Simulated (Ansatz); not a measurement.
**Effect of electrons 5.0×10^21 cm⁻³ on ZnO**

Take ZnO (space group P4_2/mnm, No. 136; a = 5.5156 Å, c = 3.2401 Å; a cell from a computed database, its experimental status unchecked) as the base.

Now apply this change: 0.493 electrons added to each cell, a density of 5.0×10^21 cm⁻³, with a uniform compensating background at fixed cell and a 300 K Fermi–Dirac width.

The values are results of Ansatz (a program for electronic structure) PBEsol, without spin-orbit coupling, not measurements. Γ-centred 9×9×14 mesh, Fermi–Dirac width 0.0259 eV.

| quantity | base | changed | shift |
|---|---|---|---|
| gap between the host's bands | 0.70 eV | 0.58 eV | -0.12 eV |
| gap character | direct at Γ | direct at Γ | – |
| Fermi level relative to the doped band's edge (positive inside the band; to 0.05 eV) | – | +2.30 eV | – |

Final structure:

```yaml
crystal:
  lattice:
    - [5.51565, 0.00000, 0.00000]
    - [0.00000, 5.51565, 0.00000]
    - [0.00000, 0.00000, 3.24011]
  atoms:
    - { symbol: Zn, position: [0.18187, 0.18187, 0.50000] }
    - { symbol: Zn, position: [0.81813, 0.81813, 0.50000] }
    - { symbol: Zn, position: [0.31813, 0.68187, 0.00000] }
    - { symbol: Zn, position: [0.68187, 0.31813, 0.00000] }
    - { symbol: O, position: [0.81824, 0.18176, 0.50000] }
    - { symbol: O, position: [0.18176, 0.81824, 0.50000] }
    - { symbol: O, position: [0.31824, 0.31824, 0.00000] }
    - { symbol: O, position: [0.68176, 0.68176, 0.00000] }
```
Cell charge -0.492859.

Charged cell with a jellium background: band edges are those of the host's band count, energies are not comparable with the neutral cell, and many-body gap narrowing is missing. Stability against distortions was not tested. This is not the structure that ZnO has at room temperature and ambient pressure.
